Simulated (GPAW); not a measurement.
**GPAW run on Hg3Ge (P6_3/mmc, 8 atoms in the cell): self-consistent single point**

Computed with LDA (Perdew-Wang 92), GPAW PAW datasets LDA (gpaw-data 1.0.1) (plane waves; GPAW).

Input as run:

```python
from ase import Atoms
from ase.units import GPa
from gpaw import GPAW

atoms = Atoms(['Ge', 'Ge', 'Hg', 'Hg', 'Hg', 'Hg', 'Hg', 'Hg'],
              cell=[[6.470460, 0.000000, 0.000000],
                    [-3.235230, 5.603583, 0.000000],
                    [0.000000, 0.000000, 5.247240]],
              scaled_positions=[[0.666667, 0.333333, 0.250000],
                                [0.333333, 0.666667, 0.750000],
                                [0.337280, 0.168640, 0.750000],
                                [0.662720, 0.831360, 0.250000],
                                [0.168640, 0.337280, 0.250000],
                                [0.831360, 0.662720, 0.750000],
                                [0.831360, 0.168640, 0.750000],
                                [0.168640, 0.831360, 0.250000]],
              pbc=True)

calc = GPAW(mode={'name': 'pw', 'ecut': 550},
            xc='LDA',
            kpts={'size': (3, 3, 4), 'gamma': True},
            occupations={'name': 'methfessel-paxton', 'width': 0.1, 'order': 0},
            nbands=-14,
            convergence={'forces': 0.001},
            symmetry={'symmorphic': False, 'tolerance': 0.0005},
            maxiter=120)

atoms.calc = calc

energy = atoms.get_potential_energy()
print('Energy (eV):', round(energy, 6))
forces = atoms.get_forces()
print('Forces (eV/Ang):')
print(forces.round(5))
stress = atoms.get_stress()
print('Stress (GPa, Voigt):', (stress / GPa).round(4))
```

Log, with long lists cut:

```
Input parameters:
  convergence: {forces: 0.001}
  kpts: {gamma: True,
         size: (3, 3, 4)}
  maxiter: 120
  mode: {ecut: 550,
         name: pw}
  nbands: -14
  occupations: {name: methfessel-paxton,
                order: 0,
                width: 0.1}
  symmetry: {symmorphic: False,
             tolerance: 0.0005}

species:
  Ge:
    name: Germanium
    Z: 32.0
    valence: 4
    core: 28
    charge: 0.0
    file: Ge.LDA.gz

    # Using partial waves for Ge as LCAO basis

  Hg:
    name: Mercury
    Z: 80.0
    valence: 18
    core: 62
    charge: 0.0
    file: Hg.LDA.gz

    # Using partial waves for Hg as LCAO basis

Reference energy: -3311225.401905  # eV

Spin-paired calculation

Convergence criteria:
 Maximum [total energy] change in last 3 cyles: 0.0005 eV / valence electron
 Maximum integral of absolute [dens]ity change: 0.0001 electrons / valence electron
 Maximum integral of absolute [eigenst]ate change: 4e-08 eV^2 / valence electron
 Maximum change in the atomic [forces] across last 2 cycles: 0.001 eV/Ang OR
Maximum error relative to the maximum force is below inf
 Maximum number of scf [iter]ations: 120

Symmetries present (total): 24
Symmetries with fractional translations: 12
36 k-points: 3 x 3 x 4 Monkhorst-Pack grid + [0.000000,0.000000,1/8]
9 k-points in the irreducible part of the Brillouin zone
       k-points in crystal coordinates                weights
   0:     0.00000000    0.00000000    0.00000000          1/36
   1:     0.00000000    0.00000000    0.25000000          2/36
   2:     0.00000000    0.00000000    0.50000000          1/36
   3:     0.33333333    0.00000000    0.00000000          6/36
   4:     0.33333333    0.00000000    0.25000000         12/36
   5:     0.33333333    0.00000000    0.50000000          6/36
   6:     0.33333333    0.33333333    0.00000000          2/36
   7:     0.33333333    0.33333333    0.25000000          4/36
   8:     0.33333333    0.33333333    0.50000000          2/36

Wave functions: Plane wave expansion
  Cutoff energy: 550.000 eV
  Number of coefficients (min, max): 5560, 5612
  Pulay-stress correction: 0.000000 eV/Ang^3 (de/decut=0.000000)

Occupation numbers: Methfessel-Paxton:
  width: 0.1000  # eV
  order: 0

Eigensolver

Densities:
  Coarse grid: 35*35*30 grid
  Fine grid: 70*70*60 grid
  Total Charge: 0.000000

Density mixing:
  Method: separate
  Backend: pulay
  Linear mixing parameter: 0.05
  old densities: 5
  Damping of long wavelength oscillations: 50

Hamiltonian:
  XC and Coulomb potentials evaluated on a 70*70*60 grid
  External potential:
    NoExternalPotential

Number of atoms: 8
Number of atomic orbitals: 80
Number of bands in calculation: 72
Number of valence electrons: 116
Bands to converge: occupied

Density initialized from atomic densities
  72 bands from LCAO basis set

Atomic positions and initial magnetic moments

Positions:
   0 Ge     3.235233    1.867859    1.311810    ( 0.0000,  0.0000,  0.0000)
   1 Ge    -0.000003    3.735724    3.935430    ( 0.0000,  0.0000,  0.0000)
   2 Hg     1.636768    0.944988    3.935430    ( 0.0000,  0.0000,  0.0000)
   3 Hg     1.598462    4.658595    1.311810    ( 0.0000,  0.0000,  0.0000)
   4 Hg    -0.000000    1.889976    1.311810    ( 0.0000,  0.0000,  0.0000)
   5 Hg     3.235230    3.713607    3.935430    ( 0.0000,  0.0000,  0.0000)
   6 Hg     4.833692    0.944988    3.935430    ( 0.0000,  0.0000,  0.0000)
   7 Hg    -1.598462    4.658595    1.311810    ( 0.0000,  0.0000,  0.0000)

Unit cell:
           periodic     x           y           z      points  spacing
  1. axis:    yes    6.470460    0.000000    0.000000    35     0.1601
  2. axis:    yes   -3.235230    5.603583    0.000000    35     0.1601
  3. axis:    yes    0.000000    0.000000    5.247240    30     0.1749

  Lengths:   6.470460   6.470460   5.247240
  Angles:   90.000000  90.000000 119.999999

Effective grid spacing dv^(1/3) = 0.1730

     iter     time        total  log10-change:
                         energy   eigst   dens  force
iter:   1 --:--:--   -19.036329
iter:   2 --:--:--   -18.996306   -1.04  -1.54
iter:   3 --:--:--   -18.895441   -1.47  -1.57
iter:   4 --:--:--   -18.955993   -2.35  -1.96
iter:   5 --:--:--   -18.895500   -2.51  -2.05
iter:   6 --:--:--   -18.827225   -3.43  -2.34
iter:   7 --:--:--   -18.820214   -3.30  -2.48
iter:   8 --:--:--   -18.819143c  -4.28  -2.82
iter:   9 --:--:--   -18.823197c  -3.25  -2.87
iter:  10 --:--:--   -18.821808c  -4.66  -2.84
iter:  11 --:--:--   -18.821807c  -5.51  -3.22
iter:  12 --:--:--   -18.821570c  -5.11  -3.23
iter:  13 --:--:--   -18.821474c  -5.01  -3.28
iter:  14 --:--:--   -18.821548c  -5.84  -3.36
iter:  15 --:--:--   -18.821714c  -5.95  -3.50
iter:  16 --:--:--   -18.821472c  -6.11  -3.44
iter:  17 --:--:--   -18.821343c  -5.91  -3.61
iter:  18 --:--:--   -18.821371c  -6.27  -3.77
iter:  19 --:--:--   -18.821369c  -7.13  -3.95
iter:  20 --:--:--   -18.821378c  -7.26  -4.10c
iter:  21 --:--:--   -18.821408c  -6.83  -4.17c
iter:  22 --:--:--   -18.821403c  -7.27  -4.52c
iter:  23 --:--:--   -18.821401c  -8.86c -4.61c
iter:  24 --:--:--   -18.821401c  -8.91c -4.78c -2.84
iter:  25 --:--:--   -18.821401c  -9.41c -4.84c -3.41c

Converged after 25 iterations.

Dipole moment: (0.000000, 0.000000, 0.000000) |e|*Ang

Energy contributions relative to reference atoms: (reference = -3311225.401905)

Kinetic:        +93.197827
Potential:      -70.507721
External:        +0.000000
XC:             -28.437466
Entropy (-ST):   -0.022938
Local:          -13.062572
SIC:             +0.000000
--------------------------
Free energy:    -18.832870
Extrapolated:   -18.821401

Showing only first 2 kpts
 Kpt  Band  Eigenvalues  Occupancy
  0    56      3.75575    2.00000
  0    57      6.29808    1.06066
  0    58      6.95234    0.00000
  0    59      7.10203    0.00000

  1    56      4.68860    2.00000
  1    57      6.22168    1.75253
  1    58      6.22171    1.75237
  1    59      6.26556    1.40801

Fermi level: 6.30346

No gap
No difference between direct/indirect transitions
Energy (eV): -18.821401

Forces in eV/Ang:
  0 Ge   -0.00000    0.00000   -0.00000
  1 Ge    0.00000    0.00000    0.00000
  2 Hg    0.03644    0.02104   -0.00000
  3 Hg   -0.03644   -0.02104   -0.00000
  4 Hg   -0.00000    0.04208    0.00000
  5 Hg   -0.00000   -0.04208    0.00000
  6 Hg   -0.03644    0.02104    0.00000
  7 Hg    0.03644   -0.02104   -0.00000

Stress tensor:
     0.029196    -0.000000     0.000000
    -0.000000     0.029196     0.000000
     0.000000     0.000000     0.055707
Stress (GPa, Voigt): [ 4.6777  4.6777  8.9252  0.      0.     -0.    ]
```

The run converged in 25 iterations. GPAW prints stress with tension positive.

The starting cell comes from a database of computed structures (which also holds hypothetical and non-ambient phases and stackings), without a prior relaxation at this level. Spin-orbit coupling is off. With a pressure of about -6 GPa the cell is away from its equilibrium volume at this level.

Cost on one core of a shared machine: roughly 50 s.
